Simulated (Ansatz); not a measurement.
The parent structure is K₃Sb (space group P6_3/mmc, No. 194; a = 6.015 Å, c = 10.677 Å).

The values are results of PBEsol in Ansatz (plane waves to 420 eV, PAW, no SOC), not measurements.

For the base:

| Quantity | Result |
|---|---|
| Band gap | 0.43 eV |
| Width of the top valence band | 0.30 eV |

It is then changed as follows: cell and atoms relaxed at a pressure of 5 GPa.

Q: Estimate the effect on the band gap.

A: The band gap rises by 0.31 eV to 0.74 eV.

Q: Predict the new width of the top valence band.

A: The width of the top valence band rises by 0.10 eV to 0.40 eV.

Spin-orbit coupling, missing from the scalar runs, can matter with Sb. Load acts through the strain it causes; cell and atoms are relaxed under it. Whether these cells are dynamically stable was not tested. No other phases were tried under pressure.

Ansatz is an electronic-structure program.
